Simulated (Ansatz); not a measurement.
Results of PBE0 in Ansatz (PAW) for SiO2 (Ima2, No. 46, 12 atoms in the cell; start mp-555251; a measured phase of this formula has another space group).

Run with plane-wave cutoff 460 eV, 6×6×6 k mesh, Fermi–Dirac smearing 0.01 eV, scalar-relativistic PAW data made under PBE.

Cell (relaxed with PBEsol):

```
CELL_PARAMETERS angstrom
     -4.93797     4.28667     2.56183
      4.93797    -4.28667     2.56183
      4.93797     4.28667    -2.56183
ATOMIC_POSITIONS crystal
  Si 0.14978 0.59195 0.74242
  Si 0.84953 0.40736 0.25758
  Si 0.14978 0.90736 0.05783
  Si 0.84953 0.09195 0.94217
  O  0.07730 0.34921 0.84551
  O  0.50370 0.23180 0.15449
  O  0.07730 0.73180 0.22809
  O  0.50370 0.84921 0.77191
  O  0.93795 0.93795 0.00000
  O  0.93795 0.43795 0.50000
  O  0.87727 0.22630 0.15098
  O  0.07532 0.72630 0.84902
```

Task: What does this level give for the band gap and smallest direct gap on the k points sampled?

Result: 
band gap: 8.18 eV (indirect)
smallest direct gap on the k points sampled: 8.44 eV

Note: cell and atoms aren't relaxed at this level (largest force component 0.23 eV/Å, pressure -2.0 GPa).

A start named mp-… is a Materials Project structure, which need not be a measured phase.

Ansatz is a program for electronic structure.
